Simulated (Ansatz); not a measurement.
Start from PtSe$_{2}$ in the 2H-MoS2 type structure (space group P6_3/mmc, No. 194; a = 3.571 Å, c = 10.964 Å; a hypothetical phase, not in the database extracts checked; layered, stacked along the Cartesian z axis).

(Cell as relaxed with PBE-D3(BJ).)

Levels (all Ansatz, a program for electronic structure, PAW, earlier PAW set): PBE-D3(BJ) (420 eV, no spin-orbit coupling); r2SCAN+rVV10 (500 eV, scalar-relativistic without spin-orbit coupling).

Each level relaxes its own structure.

```json
[
 {"quantity": "volume per atom", "PBE-D3(BJ)": "20.18 Å³", "r2SCAN+rVV10": "___"},
 {"quantity": "lattice parameter a", "PBE-D3(BJ)": "3.571 Å", "r2SCAN+rVV10": "___"},
 {"quantity": "lattice parameter c", "PBE-D3(BJ)": "10.964 Å", "r2SCAN+rVV10": "___"},
 {"quantity": "band gap", "PBE-D3(BJ)": "zero", "r2SCAN+rVV10": "___"}
]
```

Q: What does r2SCAN+rVV10 give?

A: 
- volume per atom, r2SCAN+rVV10: 20.93 Å³
- lattice parameter a, r2SCAN+rVV10: 3.591 Å
- lattice parameter c, r2SCAN+rVV10: 11.248 Å
- band gap, r2SCAN+rVV10: zero

PBE-D3(BJ)'s volume per atom lies 0.75 Å³ below r2SCAN+rVV10's (3.6 %); PBE-D3(BJ)'s lattice parameter a lies 0.020 Å below r2SCAN+rVV10's (0.6 %); PBE-D3(BJ)'s lattice parameter c lies 0.284 Å below r2SCAN+rVV10's (2.5 %); the two agree on the band gap. Neither level is exact; r2SCAN+rVV10 is the comparison here, not a measurement.

No phonon test of stability was made. The final runs are not spin-polarised. PtSe2 has a high density of states at the Fermi level and may be magnetic at this level.
